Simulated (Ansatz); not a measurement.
GaAs (F-43m), r2SCAN with spin-orbit coupling, rigid bands in Ansatz (a first-principles code): N_v = 1.19e19 cm⁻³ at 300 K and a hole conductivity mass of 0.399 mₑ.

Q: For 1e16 holes per cm³ at 300 K, place the Fermi level, estimate the Seebeck coefficient of a parabolic band with constant τ, and give mobility and conductivity for τ = 20 fs.

A: The level lies k_BT ln(N_v/p) = 0.183 eV above the valence-band maximum. S ≈ +(k_B/e)[ln(N_v/p) + 5/2] = 826 μV/K, against 829 μV/K from the full bands (mean over directions). μ = eτ/m = 88.2 cm²/(V·s) and σ = peμ = 0.141 S/cm. τ is assumed, not computed.

Band transport and this doping are assumed; polarons and phonon drag are left out. Geometry: cell and atoms relaxed with PBEsol.
